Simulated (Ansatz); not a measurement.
Band-edge transport in semiconductors and insulators: SrTiO3 (Pm-3m) under several functionals (Ansatz, a first-principles code, without spin-orbit coupling). The PBE cell:

```xyz
5
Lattice="3.9364 0.0000 0.0000 0.0000 3.9364 0.0000 0.0000 0.0000 3.9364" Properties=species:S:1:pos:R:3 pbc="T T T"
Sr     0.0000     0.0000     0.0000
Ti     1.9682     1.9682     1.9682
O      1.9682     0.0000     1.9682
O      0.0000     1.9682     1.9682
O      1.9682     1.9682     0.0000
```

| Functional | cell relaxed with | volume (Å³/atom) | band gap | electron conductivity mass | hole conductivity mass | Seebeck coefficient, n-type 1e19 cm⁻³ |
|---|---|---|---|---|---|---|
| PBE | PBE | 12.20 | 1.84 eV | 0.67 mₑ | 1.92 mₑ | -405 μV/K |
| PBEsol | PBEsol | 11.78 | 1.85 eV | 0.62 mₑ | 1.81 mₑ | -393 μV/K |
| r2SCAN | PBEsol | 11.78 | … | … | … | … |

Question: Given the cheaper levels, estimate the r2SCAN row.

Answer: 
- r2SCAN, band gap: 2.29 eV
- r2SCAN, electron conductivity mass: 0.68 mₑ
- r2SCAN, hole conductivity mass: 1.79 mₑ
- r2SCAN, Seebeck coefficient, n-type 1e19 cm⁻³: -406 μV/K

For the band gap, PBE gives 1.84 eV and r2SCAN 2.29 eV: PBE lies 20 % below.

Masses are for dilute carriers at 300 K, harmonic means over directions unless an axis is named. Seebeck coefficients are for the stated density at 300 K, with one relaxation time for all states and whether or not that doping can be reached. Spin-orbit coupling is left out.
